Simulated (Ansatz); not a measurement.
Consider GaP in the zinc blende structure (space group F-43m, No. 216).

```yaml
crystal:
  lattice:
    - [0.00000, 2.71923, 2.71923]
    - [2.71923, 0.00000, 2.71923]
    - [2.71923, 2.71923, 0.00000]
  atoms:
    - { symbol: P, position: [0.75000, 0.75000, 0.75000] }
    - { symbol: Ga, position: [0.00000, 0.00000, 0.00000] }
```

Cartesian axes are those of the cell as printed.

Computed with PBEsol (Ansatz, an electronic-structure program, PAW, no spin-orbit coupling).

Base values:

Pressure: 0.00 GPa
Smallest direct gap: 1.80 eV

Modification: strain tensor (xx, yy, zz, yz, xz, xy) = (+2.52, −0.54, −1.02, −0.44, +1.29, −0.62) %, atoms relaxed at fixed cell.

Question: What does the calculation give for the pressure after the change?

Answer: The pressure (mean of the normal stresses, compression positive) goes from zero to -0.76 GPa.

Question: How does this affect the smallest direct gap?

Answer: The smallest direct gap shrinks by 0.24 eV (1.80 eV → 1.56 eV).

Question: What does the calculation give for the largest internal atomic displacement after the change?

Answer: The largest internal atomic displacement is 0.011 Å.

Whether these cells are dynamically stable was not tested.
